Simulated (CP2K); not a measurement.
# A self-consistent single point of BaP₂Os₂ (I4/mmm, 5 atoms in the cell) with CP2K

Level of theory: PBEsol, GPW, DZVP-MOLOPT-SR-GTH basis, GTH-PBE potentials (GTH_POTENTIALS) in CP2K 2026.2.

Input as run:

```
&GLOBAL
  PROJECT bulk
  RUN_TYPE ENERGY_FORCE
  PRINT_LEVEL LOW
&END GLOBAL
&FORCE_EVAL
  METHOD Quickstep
  STRESS_TENSOR ANALYTICAL
  &DFT
    BASIS_SET_FILE_NAME BASIS_MOLOPT
    POTENTIAL_FILE_NAME GTH_POTENTIALS
    &QS
      METHOD GPW
      EPS_DEFAULT 1E-11
    &END QS
    &MGRID
      CUTOFF 500
      REL_CUTOFF 40
      NGRIDS 5
    &END MGRID
    &SCF
      SCF_GUESS ATOMIC
      EPS_SCF 1E-6
      MAX_SCF 100
      ADDED_MOS 9
      &DIAGONALIZATION
        ALGORITHM STANDARD
      &END DIAGONALIZATION
      &MIXING
        METHOD BROYDEN_MIXING
        ALPHA 0.3
        NBUFFER 8
        BETA 1
      &END MIXING
      &SMEAR ON
        METHOD FERMI_DIRAC
        ELECTRONIC_TEMPERATURE [K] 580.23
      &END SMEAR
    &END SCF
    &KPOINTS
      SCHEME MONKHORST-PACK 7 7 7
    &END KPOINTS
    &XC
      &XC_FUNCTIONAL
        &PBE
          PARAMETRIZATION PBESOL
        &END PBE
      &END XC_FUNCTIONAL
    &END XC
    &PRINT
      &MO
        EIGENVALUES T
        OCCUPATION_NUMBERS T
        NDIGITS 8
        FILENAME mo
        &EACH
          QS_SCF 0
        &END EACH
        ADD_LAST NUMERIC
      &END MO
      &MULLIKEN OFF
      &END MULLIKEN
    &END PRINT
  &END DFT
  &SUBSYS
    &CELL
      A 6.79905500 0.00000000 0.00000000
      B 4.37578200 5.20381400 0.00000000
      C -5.58741800 -2.60190700 2.87018900
      PERIODIC XYZ
    &END CELL
    &COORD
      Ba       0.00000000     0.00000000     0.00000000
      P        7.34276190     3.41932210     0.00000000
      P        3.83207510     1.78449190     0.00000000
      Os       2.18789125     2.60190700     1.43509450
      Os       3.39952775     0.00000000     1.43509450
    &END COORD
    &KIND Ba
      BASIS_SET DZVP-MOLOPT-SR-GTH-q10
      POTENTIAL GTH-PBE-q10
    &END KIND
    &KIND P
      BASIS_SET DZVP-MOLOPT-SR-GTH-q5
      POTENTIAL GTH-PBE-q5
    &END KIND
    &KIND Os
      BASIS_SET DZVP-MOLOPT-SR-GTH-q16
      POTENTIAL GTH-PBE-q16
    &END KIND
  &END SUBSYS
  &PRINT
    &FORCES ON
    &END FORCES
    &STRESS_TENSOR ON
    &END STRESS_TENSOR
  &END PRINT
&END FORCE_EVAL
```

Output, abridged:

```
 GLOBAL| Method name                                                        CP2K
 GLOBAL| Project name                                                       bulk
 GLOBAL| Run type                                                   ENERGY_FORCE

 TOTAL NUMBERS AND MAXIMUM NUMBERS

  Total number of            - Atomic kinds:                                   3
                             - Atoms:                                          5
                             - Shell sets:                                     5
                             - Shells:                                        32
                             - Primitive Cartesian functions:                 26
                             - Cartesian basis functions:                    105
                             - Spherical basis functions:                     92

  Maximum angular momentum of- Orbital basis functions:                        3
                             - Local part of the GTH pseudopotential:          2
                             - Non-local part of the GTH pseudopotential:      4

 SCF PARAMETERS         Density guess:                                    ATOMIC
                        max_scf:                                             100
                        max_diis:                                              4
                        eps_scf:                                        1.00E-06
                        eps_diis:                                       1.00E-01
                        eps_eigval:                                     1.00E-05
                        level_shift [a.u.]:                             0.000000
                        added MOs                                         9    0
                        Mixing method:                            BROYDEN_MIXING
                                                charge density mixing in g-space
                        Smear method:                                FERMI_DIRAC
                        Electronic temperature [K]:                        580.2
                        Electronic temperature [a.u.]:                  1.84E-03
                        Accuracy threshold:                             1.00E-10
                        No outer SCF

 Extrapolation method: initial_guess

 Number of electrons:                                                         52
 Number of occupied orbitals:                                                 26
 Number of molecular orbitals:                                                35

 Number of orbital functions:                                                 92
 Number of independent orbital functions:                                     92

 SCF WAVEFUNCTION OPTIMIZATION

  Step     Update method      Time    Convergence         Total energy    Change
     1 NoMix/Diag. 0.30E+00      -     1.74628555      -223.6623695995 -2.24E+02
     2 Broy./Diag. 0.30E+00      -     0.00869423      -222.7621542361  9.00E-01
     3 Broy./Diag. 0.30E+00      -     0.02586845      -222.0915793725  6.71E-01
     4 Broy./Diag. 0.30E+00      -     0.00509235      -222.1140418135 -2.25E-02
     5 Broy./Diag. 0.30E+00      -     0.00332065      -222.1413714026 -2.73E-02
     6 Broy./Diag. 0.30E+00      -     0.00130385      -222.1524618163 -1.11E-02
     7 Broy./Diag. 0.30E+00      -     0.00057283      -222.1485421172  3.92E-03
   [... 2 lines left out ...]
    10 Broy./Diag. 0.30E+00      -     0.00001112      -222.1514058678  3.51E-04
    11 Broy./Diag. 0.30E+00      -     0.00001892      -222.1514767339 -7.09E-05
    12 Broy./Diag. 0.30E+00      -     0.00000385      -222.1515183199 -4.16E-05
    13 Broy./Diag. 0.30E+00      -     0.00000355      -222.1515117905  6.53E-06
    14 Broy./Diag. 0.30E+00      -     0.00000057      -222.1515148876 -3.10E-06

  *** SCF run converged in    14 steps ***

  Electronic density on regular grids:        -51.9999999999        0.0000000001
  Core density on regular grids:               51.9999999994       -0.0000000006
  Total charge density on r-space grids:       -0.0000000005
  Total charge density g-space grids:          -0.0000000005

  Overlap energy of the core charge distribution:               0.00000000980522
  Self energy of the core charge distribution:               -362.79636812856251
  Core Hamiltonian energy:                                     78.52453137049828
  Hartree energy:                                              88.35522990813871
  Exchange-correlation energy:                                -26.23442055681002
  Electronic entropic energy:                                  -0.00048749082759
  Fermi energy:                                                 0.39430736319207

  Total energy:                                              -222.15151488761640
  Total energy (extrapolated to T->0):                       -222.15127114220260

 ENERGY| Total FORCE_EVAL ( QS ) energy [hartree]           -222.151518565621700

 FORCES| Atomic forces [hartree/bohr]
 FORCES|   Atom     x               y               z               |f|
 FORCES|      1  1.17427426E-09  1.06962517E-10 -3.55320955E-10   1.23150883E-09
 FORCES|      2 -3.70270534E-03 -1.72426178E-03  1.59133000E-07   4.08449576E-03
 FORCES|      3  3.70270591E-03  1.72426597E-03 -1.61588017E-07   4.08449804E-03
 FORCES|      4 -1.07412944E-07  1.97963753E-07 -9.78106071E-09   2.25439253E-07
 FORCES|      5  1.05671828E-07 -2.02255267E-07  1.25871222E-08   2.28543571E-07
 FORCES| Sum     1.32850910E-12  1.38390430E-13 -4.27667905E-12
 FORCES| Total atomic force                                       4.48040981E-12

 STRESS| Analytical stress tensor [bar]
 STRESS|                        x                   y                   z
 STRESS|      x       -1.86692971327E+04  -5.05019150646E+02  -9.85282799296E-01
 STRESS|      y       -5.05019150646E+02  -1.78199209137E+04  -4.08831748856E-01
 STRESS|      z       -9.85282799296E-01  -4.08831748856E-01  -1.75853636909E+04
 STRESS| 1/3 Trace                                            -1.80248605791E+04
```

The run converged in 14 iterations.

The starting cell comes from a database of computed structures (which also holds hypothetical and non-ambient phases and stackings), without a prior relaxation at this level. Spin polarisation is off. Values carry the incompleteness of an atom-centred basis. The potentials were made for another functional than the one used.

Cost on one core of a shared machine: roughly 70 s.
